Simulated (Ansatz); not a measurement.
Base system: Si3N4 (space group P6_3/m, No. 176).

Si3N4 is taken in the hexagonal space group P6₃/m (No. 176), Pearson symbol hP14. Lattice parameters: a = b = 7.6246 Å, c = 2.9105 Å, α = β = 90.00°, γ = 120.00°. Si on 6h has 4 N at 1.733–1.741 Å (tetrahedral). N1 on 2d has 3 Si at 1.733 Å (trigonal planar). N2 on 6h is surrounded by 3 Si at 1.740 Å (trigonal planar). (Neighbours: up to the widest gap in distance over summed covalent radii, below 1.35, at either atom.)

Calculations: PBEsol (Ansatz, an electronic-structure program), no SOC.

Before the change:

| Quantity | Value |
|---|---|
| Lattice parameter a | 7.625 Å |
| Gap character | indirect, Γ–A (33 % along) → Γ |

Now apply this change: cell and atoms relaxed at a pressure of 1.5 GPa.

Question: Estimate the effect on the lattice parameter a.

Answer: The lattice parameter a falls by 0.016 Å to 7.609 Å.

Question: How does this affect the gap character?

Answer: The gap character remains indirect, Γ–A (33 % along) → Γ.

Load acts through the strain it causes; cell and atoms are relaxed under it. No phonon test of stability was made.
